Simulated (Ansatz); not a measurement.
Start from BeSe in the zinc blende structure (space group F-43m, No. 216; a = 5.129 Å).

Method: Ansatz (a first-principles code), PBEsol, PAW, cutoff 420 eV, without spin-orbit coupling.

Base values:

```
Item                   Value
-------------------  -------
Smallest direct gap  4.28 eV
Band gap             2.47 eV
```

One thing is altered: cell and atoms relaxed at a pressure of 22.5 GPa.

How does this affect the smallest direct gap and band gap?

The smallest direct gap rises by 0.601 eV to 4.89 eV; the band gap falls by 0.51 eV, from 2.47 eV to 1.96 eV.

Load acts through the strain it causes; cell and atoms are relaxed under it. Whether these cells are dynamically stable was not tested. No other phases were tried under pressure.
